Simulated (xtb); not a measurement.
xtb 6.7.1, GFN1-xTB: Si(Me)2(NMe2)(OiPr) (CC(C)O[Si](C)(C)N(C)C), 29 atoms. The geometry is a generated start, not checked to be a minimum at this level.

method: GFN1-xTB
--acc: 1 (default)
--etemp (K): 300 (default)
detailed input (--input): none: ANC optimiser, Lindh (1995) Hessian, microcycle=20, maxdispl=1.0, hlow=0.01 (default)
basis functions: 84
valence electrons: 62

```xyz
29

C      2.9676     0.8301    -0.4310
C      1.9530    -0.2181     0.0190
C      2.5069    -1.6322    -0.1418
O      0.7886    -0.0965    -0.7643
Si    -0.6604     0.5371    -0.3719
C     -1.5025     0.6123    -2.0758
C     -0.5307     2.2622     0.4220
N     -1.4189    -0.5114     0.7879
C     -2.4720    -0.0792     1.6749
C     -1.5149    -1.9250     0.4997
H      2.5324     1.8225    -0.3451
H      3.8631     0.7802     0.1831
H      3.2368     0.6580    -1.4693
H      1.7041    -0.0497     1.0745
H      3.4125    -1.7500     0.4469
H      2.7329    -1.8192    -1.1886
H      1.7700    -2.3585     0.1914
H     -2.5191     0.9791    -1.9944
H     -0.9709     1.2629    -2.7615
H     -1.5427    -0.3737    -2.5273
H      0.0550     2.9186    -0.2144
H     -0.0387     2.2212     1.3904
H     -1.4989     2.7298     0.5606
H     -2.4593    -0.6915     2.5827
H     -2.3185     0.9586     1.9542
H     -3.4642    -0.1783     1.2155
H     -0.7113    -2.2106    -0.1727
H     -2.4721    -2.1798     0.0284
H     -1.4276    -2.4989     1.4270
```

The structure is relaxed from this start with --opt LEVEL for the levels crude, sloppy, loose, lax, normal, tight, vtight, extreme, once each. Up to the end of the extreme run atoms move by at most 1.6 Å along an axis.

### Question
Choose the cheapest level whose final energy lies within 1 meV of that of extreme.

### Answer
normal: 61 cycles against 77, ending 0.64 meV above.

```
level    cycles  energy above the extreme run (meV)  gradient norm (eV/Å)
-------  ------  ----------------------------------  --------------------
crude        11                                  66                  0.45
sloppy       17                                  47                  0.22
loose        23                                  38                  0.15
lax          24                                  37                  0.11
normal       61                                0.64                 0.049
tight        68                               0.041                0.0067
vtight       74                          under 0.01                0.0058
extreme      77                                   —                0.0020
```
